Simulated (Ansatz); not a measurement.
## TiSi2, response to strain

Start from TiSi2 (space group Fddd, No. 70; a = 4.779 Å, b = 8.230 Å, c = 8.521 Å). Axes: x, y, z lie along a, b, c of the conventional cell.

Strains are applied to the cell and any free atomic positions relax; under biaxial strain the out-of-plane vector relaxes too.

The values are results of r2SCAN, PAW, 500 eV (Ansatz, an electronic-structure program; spin-orbit coupling left out), not measurements.

Notes on the quantities. energy relative to the base: free energy F; pressure: mean of the normal stresses, compression positive.

| case | volume per atom | energy relative to the base | pressure |
|---|---|---|---|
| base | 13.96 Å³ | 0 meV/atom | 0.0 GPa |
| biaxial strain −4.81 %, plane normal [001], relaxed out of plane | 12.81 Å³ | +81 meV/atom | 14.5 GPa |
| biaxial strain +2.23 %, plane normal [001], relaxed out of plane | 14.51 Å³ | +13 meV/atom | -4.4 GPa |
| biaxial strain +3.56 %, plane normal [001], relaxed out of plane | 14.84 Å³ | +33 meV/atom | -6.5 GPa |
| biaxial strain +4.91 %, plane normal [001], relaxed out of plane | 15.17 Å³ | +60 meV/atom | -8.3 GPa |
| isotropic strain +0.86 % | 14.33 Å³ | +4.3 meV/atom | -3.7 GPa |
| isotropic strain +2.66 % | 15.11 Å³ | (withheld) | (withheld) |
| uniaxial strain ε_zz = +0.80 % | 14.07 Å³ | +1.1 meV/atom | -1.4 GPa |
| tensor shear ε_yz = −0.28 % | 13.96 Å³ | +0.1 meV/atom | 0.0 GPa |

Question: Some entries are withheld; estimate them.

Answer: 
- isotropic strain +2.66 %, energy relative to the base: +38 meV/atom
- isotropic strain +2.66 %, pressure: -10.0 GPa

Without a gap, meshes like the base's 13×13×13 leave anisotropic stresses uncertain by several tenths of a GPa, and small strain energies with them. Stability against distortions was not tested. The final runs are not spin-polarised.
